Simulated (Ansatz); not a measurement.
Base system: GaAs (space group P4_2/mnm, No. 136; a = 6.9169 Å, c = 4.0030 Å; a hypothetical phase, not in the database extracts checked). Axes: x, y, z lie along a, b, c of the conventional cell.

One thing is altered: uniaxial stress, 3 GPa tension along x, with the cell and atoms free to relax against it.

Levels (all Ansatz, an electronic-structure program, PAW): PBEsol (420 eV, spin-orbit coupling left out); r2SCAN (500 eV, scalar-relativistic without spin-orbit coupling); HSE06 (420 eV, no spin-orbit coupling).

At the geometry relaxed with PBEsol, these levels gave the following band gaps, in shuffled order: (a) 0.92 eV, (b) 1.26 eV, (c) 0.40 eV.

Problem. Match each gap to its level.

Solution. (a) r2SCAN; (b) HSE06; (c) PBEsol.

Single points use the geometry relaxed with PBEsol. Load acts through the strain it causes; cell and atoms are relaxed under it. Beyond what the load breaks, stability against distortions was not tested.
